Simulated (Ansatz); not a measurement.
Base system: NaAlSe$_{2}$ (space group I4/mcm, No. 140; a = 7.5349 Å, c = 6.3040 Å; a cell from a computed database, its experimental status unchecked).

Level of theory: PBEsol, PAW, 420 eV (Ansatz, an electronic-structure program; no SOC).

For the base:

* **Electron mass**: 0.17 mₑ along c, 0.19 mₑ across (at Γ)
* **Volume per atom**: 22.37 Å³
* **Band gap**: 2.23 eV

Now apply this change: Lu takes the place of Al on all its sites, then cell and atoms are relaxed.

Q: Estimate the effect on the electron mass, volume per atom and band gap.

A: The electron mass becomes 0.29 mₑ along c, 0.75 mₑ across (at Γ) (base: 0.17 mₑ along c, 0.19 mₑ across (at Γ)); the volume per atom grows by 2.305 Å³ to 24.67 Å³; the band gap falls by 0.841 eV to 1.38 eV.

Effective masses come from finite differences of ±0.01 Å⁻¹. No phonon test of stability was made. As relaxed here, NaLuSe2 is a hypothetical phase, not in the database extracts checked.
